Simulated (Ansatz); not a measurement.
**PBE against r2SCAN: hypothetical Pn-3m Li2S, isotropic strain −0.84 %**

The reference is Li$_{2}$S (space group Pn-3m, No. 224; a = 5.2282 Å; a hypothetical phase, not in the database extracts checked).

(Cell as relaxed with PBE.)

Levels (all Ansatz, an electronic-structure program, PAW): PBE (420 eV, no spin-orbit coupling); r2SCAN (500 eV, scalar-relativistic without spin-orbit coupling).

Each level relaxes its own structure.

| base | PBE | r2SCAN |
|---|---|---|
| volume per atom | 23.82 Å³ | 23.75 Å³ |
| lattice parameter a | 5.228 Å | 5.223 Å |
| band gap | 2.91 eV | 3.40 eV |

One thing is altered: the cell is scaled by 0.9916 in all directions, atoms relaxed at fixed cell.

```csv
quantity,PBE,r2SCAN
shift of the gap caused by the change,+0.05 eV,+0.05 eV
band gap,2.96 eV,3.45 eV
smallest direct gap,3.22 eV,3.70 eV
gap character,"indirect, X → Γ","indirect, X → Γ"
energy relative to the base (free energy F),+1.2 meV/atom,+1.1 meV/atom
```

PBE's band gap lies 0.496 eV below r2SCAN's; PBE's smallest direct gap lies 0.487 eV below r2SCAN's; the two agree on the shift of the gap caused by the change and gap character. Neither level is exact; r2SCAN is the comparison here, not a measurement.

Gaps are read on the SCF mesh and a high-symmetry path. Whether these cells are dynamically stable was not tested.
